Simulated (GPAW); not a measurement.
GPAW run on Na (Im-3m, 1 atom in the cell): self-consistent single point

Computed with PBE, GPAW PAW datasets PBE (gpaw-data 1.0.1) (plane waves; GPAW 25.7.0).

The input file:

```python
from ase import Atoms
from ase.units import GPa
from gpaw import GPAW, PW, FermiDirac

atoms = Atoms(['Na'],
              cell=[[-2.130000, 2.130000, 2.130000],
                    [2.130000, -2.130000, 2.130000],
                    [2.130000, 2.130000, -2.130000]],
              positions=[[0.000000, 0.000000, 0.000000]],
              pbc=True)

calc = GPAW(mode=PW(800),
            xc='PBE',
            kpts=(9, 9, 9),
            occupations=FermiDirac(0.1),
            nbands=-5,
            symmetry={'symmorphic': False, 'tolerance': 0.0005},
            maxiter=150)

atoms.calc = calc

energy = atoms.get_potential_energy()
print('Energy (eV):', round(energy, 6))
forces = atoms.get_forces()
print('Forces (eV/Ang):')
print(forces.round(5))
stress = atoms.get_stress()
print('Stress (GPa, Voigt):', (stress / GPa).round(4))
```

Log, with long lists cut:

```
Input parameters:
  kpts: [9 9 9]
  maxiter: 150
  mode: {ecut: 800.0,
         name: pw}
  nbands: -5
  occupations: {fixmagmom: False,
                name: fermi-dirac,
                width: 0.1}
  symmetry: {symmorphic: False,
             tolerance: 0.0005}
  xc: PBE

species:
  Na:
    name: Sodium
    Z: 11.0
    valence: 7
    core: 4
    charge: 0.0
    file: Na.PBE.gz

    # Using partial waves for Na as LCAO basis

Reference energy: -4418.610498  # eV

Spin-paired calculation

Convergence criteria:
 Maximum [total energy] change in last 3 cyles: 0.0005 eV / valence electron
 Maximum integral of absolute [dens]ity change: 0.0001 electrons / valence electron
 Maximum integral of absolute [eigenst]ate change: 4e-08 eV^2 / valence electron
 Maximum number of scf [iter]ations: 150

Symmetries present (total): 48
Symmetries with fractional translations: 0
729 k-points: 9 x 9 x 9 Monkhorst-Pack grid
35 k-points in the irreducible part of the Brillouin zone
       k-points in crystal coordinates                weights
   0:     0.00000000    0.00000000    0.00000000          1/729
   1:     0.11111111    0.00000000    0.00000000         12/729
   2:     0.11111111    0.11111111   -0.11111111          6/729
   [... 7 lines left out ...]
          ...
  34:     0.44444444    0.44444444    0.44444444          8/729

Wave functions: Plane wave expansion
  Cutoff energy: 800.000 eV
  Number of coefficients (min, max): 1946, 2006
  Pulay-stress correction: 0.000000 eV/Ang^3 (de/decut=0.000000)

Occupation numbers: Fermi-Dirac:
  width: 0.1000  # eV

Eigensolver

Densities:
  Coarse grid: 25*25*25 grid
  Fine grid: 50*50*50 grid
  Total Charge: 0.000000

Density mixing:
  Method: separate
  Backend: pulay
  Linear mixing parameter: 0.05
  old densities: 5
  Damping of long wavelength oscillations: 50

Hamiltonian:
  XC and Coulomb potentials evaluated on a 50*50*50 grid
  External potential:
    NoExternalPotential

XC parameters: PBE with 2 nearest neighbor stencil

Number of atoms: 1
Number of atomic orbitals: 7
Number of bands in calculation: 8
Number of valence electrons: 7
Bands to converge: occupied

Density initialized from atomic densities
  7 bands from LCAO basis set
  1 band from random numbers

Atomic positions and initial magnetic moments

Positions:
   0 Na     0.000000    0.000000    0.000000    ( 0.0000,  0.0000,  0.0000)

Unit cell:
           periodic     x           y           z      points  spacing
  1. axis:    yes   -2.130000    2.130000    2.130000    25     0.1205
  2. axis:    yes    2.130000   -2.130000    2.130000    25     0.1205
  3. axis:    yes    2.130000    2.130000   -2.130000    25     0.1205

  Lengths:   3.689268   3.689268   3.689268
  Angles:  109.471221 109.471221 109.471221

Effective grid spacing dv^(1/3) = 0.1352

     iter     time        total  log10-change:
                         energy   eigst   dens
iter:   1 --:--:--    -1.330466
iter:   2 --:--:--    -1.330995   -2.06  -1.69
iter:   3 --:--:--    -1.327050   -2.75  -1.71
iter:   4 --:--:--    -1.329175   -3.62  -2.38
iter:   5 --:--:--    -1.326545c  -3.78  -2.60
iter:   6 --:--:--    -1.326510c  -5.69  -3.47
iter:   7 --:--:--    -1.326506c  -6.91  -3.66
iter:   8 --:--:--    -1.326499c  -6.00  -3.73
iter:   9 --:--:--    -1.326499c  -7.68c -4.73c

Converged after 9 iterations.

Dipole moment: (0.000000, -0.000000, 0.000000) |e|*Ang

Energy contributions relative to reference atoms: (reference = -4418.610498)

Kinetic:         +1.119777
Potential:       -1.008064
External:        +0.000000
XC:              -1.399678
Entropy (-ST):   -0.013596
Local:           -0.031736
SIC:             +0.000000
--------------------------
Free energy:     -1.333297
Extrapolated:    -1.326499

Showing only first 2 kpts
 Kpt  Band  Eigenvalues  Occupancy
  0     1    -24.79720    2.00000
  0     2    -24.79720    2.00000
  0     3     -3.03175    2.00000
  0     4     11.68940    0.00000

  1     1    -24.79842    2.00000
  1     2    -24.79718    2.00000
  1     3     -2.82062    2.00000
  1     4      9.43751    0.00000

Fermi level: 0.16817

No gap
No difference between direct/indirect transitions
Energy (eV): -1.326499

Forces in eV/Ang:
  0 Na   -0.00000   -0.00000    0.00000

Stress tensor:
     0.001903    -0.000000     0.000000
    -0.000000     0.001903    -0.000000
     0.000000    -0.000000     0.001903
Stress (GPa, Voigt): [ 0.3049  0.3049  0.3049 -0.      0.     -0.    ]
```

The run converged in 9 iterations. GPAW prints stress with tension positive.

The starting cell has typed, rounded lattice constants, without a prior relaxation at this level.
